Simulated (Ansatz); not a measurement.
Consider Be in the hcp (Mg type) structure (space group P6_3/mmc, No. 194; a = 2.262 Å, c = 3.569 Å; relaxed with 0.1 eV smearing). Axes: x lies along a and z along c of the hexagonal cell.

All numbers come from r2SCAN (Ansatz, a quantum-chemistry and plane-wave program, PAW, scalar-relativistic without spin-orbit coupling).

For the base:

* **Shortest interatomic distance**: 221.1 pm

Now apply this change: strain tensor (xx, yy, zz, yz, xz, xy) = (−0.46, +1.68, +0.15, +0.90, −0.19, −2.18) %; the atoms relax in the strained cell.

Problem. Estimate the effect on the shortest interatomic distance.

Solution. The shortest interatomic distance drops by 1.2 pm, from 221.1 pm to 219.9 pm.

Problem. What happens to the energy relative to the base?

Solution. The energy grows by 9.8 meV/atom.

Problem. Predict the new stress.

Solution. The stress (xx, yy, zz, yz, xz, xy; compression positive) comes out as (1.0, -4.2, -1.1, -3.2, 0.8, 5.6) GPa.

No phonon test of stability was made.
